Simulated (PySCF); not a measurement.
PySCF 2.14.0, R2SCAN/def2-svp, df: Ti(O)2 ([O]=[Ti]=[O]), 3 atoms. The geometry is a generated start, not checked to be a minimum at this level.

| Property | Value |
|---|---|
| task | energy |
| method | r2scan |
| basis | def2-svp |
| two-electron scheme | density fitting |
| mol.max_memory | 3000 MB |
| mf.max_cycle | 100 |
| mf.init_guess | minao (default) |
| mf.DIIS | CDIIS (default) |
| mf.diis_space | 8 (default) |
| mf.conv_tol | 1e-09 (default) |
| mf.grids.level | 3 (default) |
| basis functions | 59 |
| grid points | 49072 |

```xyz
3

Ti     0.3568    -0.3079     0.3638
O      0.8649     0.3539    -1.0368
O     -1.2217    -0.0460     0.6730
```

Charge 0 and multiplicity 1 are set for this test and not shown to be the ground state.

One run each on 2 threads, 1 BLAS thread. Values of level_shift (Hartree) tried: 0 (default), 0.1, 0.3, 1.

Question: How does the count of Fock builds change with level_shift (Hartree), and where is it least?

Answer: Fewest Fock builds: 0 (default) with 14. The count rises to 66 at 1. All converge to one solution.

```csv
level_shift (Hartree),Fock builds,end
0 (default),14,same solution
0.1,21,same solution
0.3,37,same solution
1,66,same solution
```
